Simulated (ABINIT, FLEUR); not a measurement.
An ABINIT input for a self-consistent single point of Ca4Sb2O (I4/mmm, 7 atoms in the cell) (DFT, PBEsol, plane waves, PAW (JTH v2.0 PBE PAW, files made for PBE)):

```
# Ca4Sb2O, JTH v2.0 PBE PAW
pp_dirpath "./"
pseudos "Ca.GGA_PBE-JTH.xml, Sb.GGA_PBE-JTH.xml, O.GGA_PBE-JTH.xml"
acell 3*1.0 Angstrom
rprim
        -2.3500250000    2.3500250000    8.1498800000
         2.3500250000   -2.3500250000    8.1498800000
         2.3500250000    2.3500250000   -8.1498800000
natom 7
ntypat 3
znucl 20 51 8
typat 1 1 1 1 2 2 3
xcart
        -0.0000000000    0.0000000000   20.4815366027
        -0.0000000000    0.0000000000   10.3205456945
         4.4409036360    0.0000000000   -0.0000000000
        -0.0000000000    4.4409036360    0.0000000000
        -0.0000000000    0.0000000000   26.5209008787
        -0.0000000000    0.0000000000    4.2811814185
        -0.0000000000    0.0000000000   15.4010411486
ecut 24 Ha
pawecutdg 48 Ha
pawxcdev 0
ixc -116133
occopt 1
nband 42
kptopt 1
ngkpt 4 4 4
nshiftk 1
shiftk 0 0 0
nstep 50
tolvrs 1.0e-10
diemac 9
prtwf 0
prtden 0
```

Problem. Translate this input to FLEUR.

Solution. This is the input that was run; spellings and numerical settings could be chosen otherwise.

Input of the input generator:

```
Ca4Sb2O
&input film=f /
-4.4409036360 4.4409036360 15.4010411486
4.4409036360 -4.4409036360 15.4010411486
4.4409036360 4.4409036360 -15.4010411486
1.0
1.0 1.0 1.0

7
20 0.6649400000 0.6649400000 -0.0000000000
20 0.3350600000 0.3350600000 -0.0000000000
20 0.0000000000 0.5000000000 0.5000000000
20 0.5000000000 0.0000000000 0.5000000000
51 0.8610100000 0.8610100000 0.0000000000
51 0.1389900000 0.1389900000 -0.0000000000
8 0.5000000000 0.5000000000 -0.0000000000

&comp jspins=1 /
&exco xctyp='PBEs' /
&kpt div1=4 div2=4 div3=4 gamma=t /
&end /
```

```xml
<?xml version="1.0" encoding="UTF-8" standalone="no"?>
<fleurInput fleurInputVersion="0.39">
   <comment>
      Ca4Sb2O                                                                                             
   </comment>
   <calculationSetup>
      <cutoffs Kmax="4.0" Gmax="12.0" GmaxXC="12.0" numbands="0"/>
      <scfLoop itmax="100" minDistance="0.00001" maxIterBroyd="25" imix="Anderson" alpha="0.05" precondParam="0.0" spinf="2.0"/>
      <coreElectrons ctail="T" frcor="F" kcrel="0" coretail_lmax="0"/>
      <xcFunctional name="PBEs" relativisticCorrections="F"/>
      <magnetism jspins="1"/>
      <soc l_soc="F" theta="0.0" phi="0.0" spav="F"/>
      <expertModes spex="0" secvar="F"/>
      <geometryOptimization l_f="T" forcealpha="1.0" forcemix="BFGS" epsdisp="0.00001" epsforce="0.00001"/>
      <ldaU l_linMix="F" mixParam="0.05" spinf="1.0"/>
   </calculationSetup>
   <cell>
      <bzIntegration valenceElectrons="76.0" mode="hist" fermiSmearingEnergy="0.0001">
         <kPointListSelection listName="default-1"/>
         <!-- k-points included here -->
         <xi:include xmlns:xi="http://www.w3.org/2001/XInclude" href="kpts.xml"> </xi:include>
      </bzIntegration>
      <!-- symmetry operations included here -->
      <xi:include xmlns:xi="http://www.w3.org/2001/XInclude" href="sym.xml"> </xi:include>
      <bulkLattice scale="1.0">
         <bravaisMatrix>
            <row-1>   -4.4409036359999998     4.4409036359999998    15.4010411485999992</row-1>
            <row-2>    4.4409036359999998    -4.4409036359999998    15.4010411485999992</row-2>
            <row-3>    4.4409036359999998     4.4409036359999998   -15.4010411485999992</row-3>
         </bravaisMatrix>
      </bulkLattice>
   </cell>
   <atomSpecies>
      <species name="Calcium (Ca)" element="Ca" atomicNumber="20">
         <mtSphere radius="2.65" gridPoints="915" logIncrement="0.013"/>
         <atomicCutoffs lmax="10" lnonsphr="8"/>
         <electronConfig flipSpins="F">
            <coreConfig>(1s1/2) (2s1/2) (2p1/2) (2p3/2)</coreConfig>
            <valenceConfig>(3s1/2) (3p1/2) (3p3/2) (4s1/2)</valenceConfig>
         </electronConfig>
         <energyParameters s="4" p="4" d="3" f="4"/>
         <lo type="SCLO" l="0" n="3" eDeriv="0"/>
         <lo type="SCLO" l="1" n="3" eDeriv="0"/>
      </species>
      <species name="Antimony (Sb)" element="Sb" atomicNumber="51">
         <mtSphere radius="2.68" gridPoints="925" logIncrement="0.014"/>
         <atomicCutoffs lmax="10" lnonsphr="8"/>
         <electronConfig flipSpins="F">
            <coreConfig>(1s1/2) (2s1/2) (2p1/2) (2p3/2) (3s1/2) (3p1/2) (3p3/2) (4s1/2) (3d3/2) (3d5/2) (4p1/2) (4p3/2)</coreConfig>
            <valenceConfig>(5s1/2) (4d3/2) (4d5/2) (5p1/2) (5p3/2)</valenceConfig>
            <stateOccupation state="(5p1/2)" spinUp="0.5" spinDown="0.5"/>
            <stateOccupation state="(5p3/2)" spinUp="1.0" spinDown="1.0"/>
         </electronConfig>
         <energyParameters s="5" p="5" d="5" f="4"/>
         <lo type="SCLO" l="2" n="4" eDeriv="0"/>
      </species>
      <species name="Oxygen (O)" element="O" atomicNumber="8">
         <mtSphere radius="1.49" gridPoints="517" logIncrement="0.021"/>
         <atomicCutoffs lmax="6" lnonsphr="4"/>
         <electronConfig flipSpins="F">
            <coreConfig>(1s1/2)</coreConfig>
            <valenceConfig>(2s1/2) (2p1/2) (2p3/2)</valenceConfig>
            <stateOccupation state="(2p1/2)" spinUp="0.6666666666667" spinDown="0.6666666666667"/>
            <stateOccupation state="(2p3/2)" spinUp="1.3333333333333" spinDown="1.3333333333333"/>
         </electronConfig>
         <energyParameters s="2" p="2" d="3" f="4"/>
      </species>
   </atomSpecies>
   <atomGroups>
      <atomGroup species="Calcium (Ca)">
         <relPos label="                   1">-.3350600000 -.3350600000 .0000000000</relPos>
         <relPos label="                   2">.3350600000 .3350600000 .0000000000</relPos>
         <force calculate="T" relaxXYZ="TTT"/>
      </atomGroup>
      <atomGroup species="Calcium (Ca)">
         <relPos label="                   3">.0000000000 1.000/2.000 1.000/2.000</relPos>
         <relPos label="                   4">1.000/2.000 .0000000000 1.000/2.000</relPos>
         <force calculate="T" relaxXYZ="TTT"/>
      </atomGroup>
      <atomGroup species="Antimony (Sb)">
         <relPos label="                   5">-.1389900000 -.1389900000 .0000000000</relPos>
         <relPos label="                   6">.1389900000 .1389900000 .0000000000</relPos>
         <force calculate="T" relaxXYZ="TTT"/>
      </atomGroup>
      <atomGroup species="Oxygen (O)">
         <relPos label="                   7">1.000/2.000 1.000/2.000 .0000000000</relPos>
         <force calculate="T" relaxXYZ="TTT"/>
      </atomGroup>
   </atomGroups>
   <output dos="F" band="F" slice="F">
      <checks vchk="F" cdinf="F"/>
      <bandDOS minEnergy="-.5*Htr" maxEnergy="0.5*Htr" sigma="0.015" storeEVData="T"/>
      <vacuumDOS vacdos="F" integ="F" star="F" nstars="0" locx1="0.0" locy1="0.0" locx2="0.0" locy2="0.0" nstm="0" tworkf="0.0"/>
      <unfoldingBand unfoldBand="F" supercellX="1" supercellY="1" supercellZ="1"/>
      <plotting iplot="0" polar="F">
         <plot TwoD="T" vec1="  1.0  0.0  0.0" vec2="  0.0  1.0  0.0" vec3="  0.0  0.0  1.0" zero="  0.0  0.0  0.0" file="plot"/>
      </plotting>
      <chargeDensitySlicing numkpt="0" minEigenval="0.0" maxEigenval="0.0" nnne="0" pallst="F"/>
      <specialOutput eonly="F"/>
      <magneticCircularDichroism mcd="F" energyLo="-10.0" energyUp="0.0"/>
   </output>
  <!-- We include the file relax.xml here to enable relaxations (see documentation) -->
  <xi:include xmlns:xi="http://www.w3.org/2001/XInclude" href="relax.xml"> <xi:fallback/> </xi:include>
</fleurInput>
```

Basis settings and potentials, where a program has them, do not carry over. This input uses DFT, PBEsol, all-electron FLAPW (FLEUR), scalar-relativistic valence.

The starting cell comes from a database of computed structures (which also holds hypothetical and non-ambient phases and stackings), without a prior relaxation at this level.
